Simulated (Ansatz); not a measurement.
Start from Lu in the hcp (Mg type) structure (space group P6_3/mmc, No. 194; a = 3.445 Å, c = 5.349 Å).

The values are results of PBEsol (Ansatz, a quantum-chemistry and plane-wave program; PAW; 420 eV plane waves; no spin-orbit coupling), not measurements.

One change was made to it. Results:

```csv
quantity,base,after
density,10.57 g/cm³,13.11 g/cm³
c/a ratio,1.553,1.571
band gap,zero,zero
```

Task: Name the change that was made.
A. pressure 15 GPa
B. pressure 2.1 GPa
C. pressure −1 GPa

Result: A, pressure 15 GPa. For comparison, the density in the other runs: pressure −1 GPa gives 10.35 g/cm³; pressure 2.1 GPa gives 10.99 g/cm³.

Load acts through the strain it causes; cell and atoms are relaxed under it. Whether these cells are dynamically stable was not tested. No other phases were tried under pressure.
